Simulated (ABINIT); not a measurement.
A user runs ABINIT on MnO (Fm-3m, 2 atoms in the cell) and asks whether the run is sound. The aim is a self-consistent single point with DFT, PBE+U, plane waves, PAW (JTH v2.0 PBE PAW).

This input was run:

```
# MnO, JTH v2.0 PBE PAW
pp_dirpath "./"
pseudos "Mn.GGA_PBE-JTH.xml, O.GGA_PBE-JTH.xml"
acell 6.0521112419 6.0521112419 6.0521112419
rprim
         0.0000000000    0.7071067812    0.7071067812
         0.7071067812   -0.0000000000    0.7071067812
         0.7071067812    0.7071067812   -0.0000000000
natom 2
ntypat 2
znucl 25 8
typat 1 2
xcart
         0.0000000000    0.0000000000    0.0000000000
         2.2646080000    2.2646080000    2.2646080000
      Angstrom
cellcharge 1
ecut 816 eV
pawecutdg 1633 eV
usepawu 1
lpawu 2 -1
upawu 3.9 0 eV
jpawu 0 0 eV
nsppol 2
spinat
      0 0 4
      0 0 0
occopt 6
tsmear 0.00183747
nband 17
kptopt 1
ngkpt 9 9 9
nshiftk 1
shiftk 0 0 0
nstep 100
tolvrs 1.0e-10
prtwf 0
prtden 0
prtvol 1
enunit 2
```

Output, abridged:

```
 Symmetries : space group Fm -3 m (#225); Bravais cF (face-center cubic)

 -outvars: echo values of preprocessed input variables --------
            acell      6.0521112419E+00  6.0521112419E+00  6.0521112419E+00 Bohr
       cellcharge      1.00000000E+00
   [... lines left out ...]

== DATASET  1 ==================================================================

 Real(R)+Recip(G) space primitive vectors, cartesian coordinates (Bohr,Bohr^-1):
 R(1)=  0.0000000  4.2794889  4.2794889  G(1)= -0.1168364  0.1168364  0.1168364
 R(2)=  4.2794889  0.0000000  4.2794889  G(2)=  0.1168364 -0.1168364  0.1168364
 R(3)=  4.2794889  4.2794889  0.0000000  G(3)=  0.1168364  0.1168364 -0.1168364
 Unit cell volume ucvol=  1.5674934E+02 bohr^3
 Angles (23,13,12)=  6.00000000E+01  6.00000000E+01  6.00000000E+01 degrees

 Coarse grid specifications (used for wave-functions):

 getcut: wavevector=  0.0000  0.0000  0.0000  ngfft=  30  30  30
         ecut(hartree)=     29.987   => boxcut(ratio)=   2.01308

 Fine grid specifications (used for densities):

 getcut: wavevector=  0.0000  0.0000  0.0000  ngfft=  45  45  45
         ecut(hartree)=     60.012   => boxcut(ratio)=   2.08479

   7.23094362E+02                                ecore*ucvol(ha*bohr**3)

_setup2: Arith. and geom. avg. npw (full set) are    1229.475    1229.447

 ******************************************
 DFT+U Method used: FLL
 ******************************************
--- !BeginCycle
solver: {iscf: 17, nstep: 100, nline: 4, wfoptalg: 10, }
tolerances: {tolvrs: 1.00E-10, }
...

     iter   Etot(hartree)     deltaE(h) residm    nres2    magn
 ETOT  1  -116.97698716082    -1.17E+02 6.97E+00 4.93E+02 3.449
 ETOT  2  -123.04824555798    -6.07E+00 6.02E-02 3.41E+03 0.000
 ETOT  3  -121.06329286778     1.98E+00 6.66E-01 3.82E+01 4.000
 ETOT  4  -121.11558064728    -5.23E-02 1.90E-02 1.61E+01 4.000
 ETOT  5  -121.12748827957    -1.19E-02 1.34E-03 8.93E+00 4.000
   [... 9 lines left out ...]
 ETOT 15  -121.14119212917    -1.21E-10 1.97E-07 2.51E-08 4.000
 ETOT 16  -121.14119212919    -2.08E-11 2.93E-07 4.73E-10 4.000
 ETOT 17  -121.14119212919     3.42E-12 5.81E-08 1.63E-10 4.000
 ETOT 18  -121.14119212919    -1.62E-12 8.81E-08 6.63E-12 4.000
 At SCF step   18       nres2   =  6.63E-12 < tolvrs=  1.00E-10 =>converged.

 Cartesian components of stress tensor (hartree/bohr^3)
  sigma(1 1)=  3.10673104E-03  sigma(3 2)=  0.00000000E+00
  sigma(2 2)=  3.10673104E-03  sigma(3 1)=  0.00000000E+00
  sigma(3 3)=  3.10673104E-03  sigma(2 1)=  0.00000000E+00

 Integrated electronic and magnetization densities in atomic spheres:
 Radius=ratsph(iatom), smearing ratsm=  0.0000. Diff(up-dn)=approximate z local magnetic moment.
 Atom    Radius    up_density   dn_density  Total(up+dn)  Diff(up-dn)
    1   2.11192     8.372542     4.222102     12.594643     4.150440
    2   1.41465     2.011776     2.352296      4.364071    -0.340520
  Sum:             10.384317     6.574397     16.958715     3.809920
   [... lines left out ...]
 Total magnetization (from the atomic spheres):             3.809920
 Total magnetization (exact up - dn):                       3.999995
 Fermi (or HOMO) energy (hartree) =   0.17216   Average Vxc (hartree)=  -0.39126
 Fermi (or HOMO) energy (eV) =   4.68470   Average Vxc (eV)= -10.64672
total_energy        : -1.21141192271974E+02
   [... lines left out ...]
monopole_correction :  2.67839348433013E-01
monopole_correction_eV:  7.28827932302301E+00
...

-Cartesian components of stress tensor (GPa)         [Pressure= -9.1403E+01 GPa]
- sigma(1 1)=  9.14031675E+01  sigma(3 2)=  0.00000000E+00
- sigma(2 2)=  9.14031675E+01  sigma(3 1)=  0.00000000E+00
- sigma(3 3)=  9.14031675E+01  sigma(2 1)=  0.00000000E+00

 Calculation completed.
```

Problem. Is anything amiss in this input, and did it matter?

Solution. The run is not sound. The fault is an unintended net charge. A charged periodic cell changes the electron count and is neutralised by a uniform background, so energy, forces and pressure belong to another system. To fix it, remove the charge. The run converged in 18 iterations without an error; against the sound input the pressure goes from -1.60 to -91.40 GPa and the size of the net moment goes from 2.50 to 2.00 μB/atom.

An input that runs soundly differs in these lines (not the only fix; some lines may just follow from the change or write a value another way):
```diff
-cellcharge 1
-nband 17
+nband 18
```

With that input, the run converged in 18 iterations: free energy E − TS -3290.96 eV; Fermi level (on the code's own zero) 6.39 eV; pressure -1.60 GPa; size of the cell's spin moment 5.00 μB; site moments (μB, in the program's spheres or projections) Mn 4.50, O 0.15 (DFT, PBE+U, plane waves, PAW (JTH v2.0 PBE PAW)).

On the sound input: the starting cell comes from a database of computed structures (which also holds hypothetical and non-ambient phases and stackings), without a prior relaxation at this level. Its lattice was rescaled by a random factor within 2.5 % of one. With one magnetic atom in the cell only a parallel order is possible. With U or open f shells several self-consistent states can exist.

These are the values that this program gave, and no reference: the one-centre exchange-correlation terms come from a truncated expansion.
